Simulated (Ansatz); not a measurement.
Consider CdTe in the wurtzite structure (space group P6_3mc, No. 186; a cell from a computed database, its experimental status unchecked).

```yaml
crystal:
  lattice:
    - [4.58287, 0.00000, 0.00000]
    - [-2.29144, 3.96889, 0.00000]
    - [0.00000, 0.00000, 7.51601]
  atoms:
    - { symbol: Cd, position: [0.33333, 0.66667, 0.50029] }
    - { symbol: Cd, position: [0.66667, 0.33333, 0.00029] }
    - { symbol: Te, position: [0.66667, 0.33333, 0.37471] }
    - { symbol: Te, position: [0.33333, 0.66667, 0.87471] }
```

Calculations: Ansatz (a first-principles code), PBEsol, PAW, cutoff 420 eV, no SOC.

Base values:

| Item | Result |
|---|---|
| Lattice parameter a | 4.583 Å |
| Electron mass | 0.056 mₑ along c, 0.061 mₑ across (at Γ) |
| Valence-band top at Γ | 0.00, 0.00, -0.07 eV |
| Width of the top valence band | 1.84 eV |

Modification: a hydrostatic pressure of 0.7 GPa.

What happens to the lattice parameter a, electron mass, valence-band top at Γ, mean gap deformation potential ΔEg/Δln V and width of the top valence band?

The lattice parameter a drops by 0.026 Å to 4.557 Å; the electron mass goes from 0.056 mₑ along c, 0.061 mₑ across (at Γ) to 0.059 mₑ along c, 0.064 mₑ across (at Γ); the valence-band top at Γ (three highest levels, from the VBM) becomes 0.00, 0.00, -0.08 eV (base: 0.00, 0.00, -0.07 eV); the mean gap deformation potential ΔEg/Δln V amounts to -3.0 eV; the width of the top valence band increases by 0.032 eV to 1.88 eV.

With Te present, leaving out spin-orbit coupling can change the band edges. Load acts through the strain it causes; cell and atoms are relaxed under it. Effective masses come from finite differences of ±0.01 Å⁻¹. Whether these cells are dynamically stable was not tested. The base started in Cmc2_1 and relaxed to P6_3mc at this level. This is not the structure that CdTe has at room temperature and ambient pressure.
